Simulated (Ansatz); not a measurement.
# Response to strain in HfC

Base system: HfC in the rock salt structure (space group Fm-3m, No. 225; a = 4.607 Å; relaxed with 0.1 eV smearing). Axes: x, y, z lie along the cube axes.

Strains are applied to the cell and any free atomic positions relax.

Computed with PBEsol (Ansatz, an electronic-structure program; PAW; 420 eV plane waves; scalar-relativistic without spin-orbit coupling).

Candidates:
(a) uniaxial strain ε_zz = −2.00 %
(b) uniaxial strain ε_zz = +3.00 %
(c) uniaxial strain ε_zz = −0.50 %

Notes on the quantities. energy relative to the base: free energy F.

Problem. Order them by energy relative to the base, highest first.

Solution. (b) uniaxial strain ε_zz = +3.00 % (+17 meV/atom), (a) uniaxial strain ε_zz = −2.00 % (+8.8 meV/atom), (c) uniaxial strain ε_zz = −0.50 % (+0.5 meV/atom)

Whether these cells are dynamically stable was not tested. All final runs are without spin polarisation.
